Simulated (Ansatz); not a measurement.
Coverage and cell size: Cl on the 1x1 (111) surface of fcc Ir, one adsorbate a cell, in each cell the lowest of the starts that converged. Energies against ½ Cl2(g), without dispersion, zero-point or thermal terms; small cells hold the layer to their symmetry. A negative adsorption energy means that the adsorbate is more stable on the surface than in its reference.

Level of theory: PBE (plane waves to 420 eV, PAW; Ansatz, an electronic-structure program).

| area an adsorbate, end state | atoms | E_ads (eV) | height (Å) | Δ work function (eV) | rough cost |
|---|---|---|---|---|---|
| 6 Å², bonded to Ir | 5 | -0.43 | 2.27 | … | about 60 core-seconds (a rough figure) |
| 13 Å², bonded to Ir | 9 | -0.96 | 2.36 | 0.28 | roughly 2.1 core-minutes |
| 26 Å², bonded to 3 Ir | 17 | -1.39 | 1.96 | -0.53 | roughly 6 core-minutes |

### Question
Some entries are withheld; supply them.

### Answer

- 6 Å², bonded to Ir, Δ work function (eV): -0.56
